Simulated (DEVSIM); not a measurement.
System: abrupt In0.53Ga0.47As p-n junction, at 300 K.

```csv
layer (left to right),material,thickness (μm),Nd (cm⁻³),Na (cm⁻³),τn (s),τp (s)
1,In0.53Ga0.47As,1.30,-,3.7e15,9.4e-9,9.4e-9
2,In0.53Ga0.47As,83.0,4.1e16,-,9.4e-9,9.4e-9
```

Left contact: ohmic. Right contact: ohmic. Voltage is applied to the left contact. Recombination: SRH at mid-gap, radiative. Mobility is μmin + (μ − μmin)/(1 + (N/Nref)^α).

This is a model device: material constants are rounded textbook-type values typed into the input, and sizes, dopings and lifetimes were drawn at random. Values at 300 K; Nc and Nv go as T^1.5, mobilities as T to minus their exponent, the gap by Varshni's rule with the affinity fixed.

| parameter | In0.53Ga0.47As |
|---|---|
| gap (eV) | 0.74 |
| affinity (eV) | 4.51 |
| permittivity | 13.9 |
| Nc (cm⁻³) | 2.1e17 |
| Nv (cm⁻³) | 7.7e18 |
| μn (cm²/Vs) | 12000 |
| μp (cm²/Vs) | 300 |
| μn,min | 300 |
| μp,min | 10 |
| Nref,n | 1.3e17 |
| Nref,p | 4.9e17 |
| αn | 0.48 |
| αp | 0.4 |
| T exponent of μn | 1.6 |
| T exponent of μp | 1.6 |
| B (cm³/s) | 9.6e-11 |
| Varshni α (eV/K) | 0.00035 |
| Varshni β (K) | 190 |

Model (solved in DEVSIM): 1D drift-diffusion, Boltzmann statistics, complete ionisation; no tunnelling, impact ionisation, image-force lowering or self-heating.

The temperature was swept, all else fixed.

```
temperature (K)  largest field in the device at zero bias (V/cm)  potential step across the device at zero bias (V)  dark forward voltage at 100 A/cm² (V)
---------------  -----------------------------------------------  -------------------------------------------------  -------------------------------------
250                                                        22000                                              0.567                                  0.472
300                                                        21000                                              0.500                                  0.390
350                                                        19000                                              0.431                                  0.305
400                                                        18000                                              0.360                                  0.222
450                                                        17000                                              0.287                                  0.138
500                                                        16000                                              0.215                                  0.077
```

From the first row to the last the largest field in the device at zero bias goes from 22000 to 16000. From the first row to the last the potential step across the device at zero bias goes from 0.567 to 0.215.
